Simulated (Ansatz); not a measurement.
**InPd: pressure series**

The reference is InPd in the CsCl type structure (space group Pm-3m, No. 221).

```yaml
crystal:
  lattice:
    - [3.30521, 0.00000, 0.00000]
    - [0.00000, 3.30521, 0.00000]
    - [0.00000, 0.00000, 3.30521]
  atoms:
    - { symbol: In, position: [0.50000, 0.50000, 0.50000] }
    - { symbol: Pd, position: [0.00000, 0.00000, 0.00000] }
```

Cell and atoms are relaxed at each pressure.

Calculations: DFT with PBE, PAW potentials and a 420 eV plane-wave cutoff in Ansatz (a quantum-chemistry and plane-wave program), without spin-orbit coupling.

```json
[
 {"pressure (GPa)": "-2", "volume per atom (Å³/atom)": "18.406"},
 {"pressure (GPa)": "-1", "volume per atom (Å³/atom)": "?"},
 {"pressure (GPa)": "0", "volume per atom (Å³/atom)": "18.054"},
 {"pressure (GPa)": "0.9", "volume per atom (Å³/atom)": "17.909"},
 {"pressure (GPa)": "2.1", "volume per atom (Å³/atom)": "17.729"},
 {"pressure (GPa)": "4.5", "volume per atom (Å³/atom)": "17.403"},
 {"pressure (GPa)": "9", "volume per atom (Å³/atom)": "16.884"},
 {"pressure (GPa)": "22.5", "volume per atom (Å³/atom)": "15.745"},
 {"pressure (GPa)": "30", "volume per atom (Å³/atom)": "15.266"}
]
```

Problem. Fit the third-order Birch–Murnaghan form P(V) = (3B₀/2)[(V₀/V)^(7/3) − (V₀/V)^(5/3)]·[1 + (3/4)(B₀′ − 4)((V₀/V)^(2/3) − 1)] (squares taken in P) to the rows shown and predict the withheld row.

Solution. Least squares on the printed values gives V₀ = 18.053 Å³/atom, B₀ = 111 GPa, B₀′ = 5.7; this predicts 18.221 Å³/atom, and the run gives 18.224 Å³/atom, 0.003 higher.

Load acts through the strain it causes; cell and atoms are relaxed under it. Whether these cells are dynamically stable was not tested. Competing high-pressure phases were not computed. The final runs are not spin-polarised.
